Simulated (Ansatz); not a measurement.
We consider fluorite HfO2 (high-temperature phase), described by revPBE in Ansatz (plane waves, PAW).

Settings: plane-wave cutoff 520 eV, 12×12×12 k mesh, Fermi–Dirac smearing 0.01 eV, scalar-relativistic PAW data made under PBE.

Pressure at four volumes; x = ln(V/11.204 Å³). One pressure is withheld.

```json
[
 {"V (Å³/atom)": "10.532", "x": "-0.0619", "P (GPa)": "?"},
 {"V (Å³/atom)": "10.756", "x": "-0.0408", "P (GPa)": "10.51"},
 {"V (Å³/atom)": "11.204", "x": "0.0000", "P (GPa)": "0.01"},
 {"V (Å³/atom)": "11.877", "x": "0.0583", "P (GPa)": "-12.13"}
]
```

### Question
Pass a parabola P(x) through the three rows shown, estimate the bulk modulus and its pressure derivative near zero pressure, and predict the withheld pressure.

### Answer
Slopes between the rows: (0.01 − (10.51))/(0.0000 − (-0.0408)) = -257.35 and (-12.13 − (0.01))/(0.0583 − (0.0000)) = -208.23 GPa. Their difference over the span 0.0991 is c = 49.12/0.0991 = 495.7 GPa, so P(x) = 10.51 + (-257.35)(x − (-0.0408)) + 495.7 (x − (-0.0408))(x − (0.0000)). At the middle row B = −dP/dx = −[-257.35 + 495.7 × 0.0408] = 237.1 GPa, and B′ = dB/dP = 2c/B = 4.2. At x = -0.0619 the parabola gives 16.59 GPa; the run gives 16.64 GPa. The Birch–Murnaghan fit to the energies at all volumes has B0 = 236 GPa and B′ = 4.2.

Measured, for comparison: bulk modulus 242 ± 16 GPa (room temperature, no zero-point or thermal correction, nanocrystalline cubic HfO2, second-order Birch-Murnaghan; as tabulated in High-pressure structural stability, equation of state, and thermal expansion …). Computed (rounded) less measured: bulk modulus -2 % (inside the measured uncertainty).

Note: symmetry holds this phase in the static calculation, where it need not be a minimum; held by symmetry at 0 K, a high-temperature phase can be a saddle point.

Spin–orbit coupling is not included.

Ansatz is an electronic-structure program.
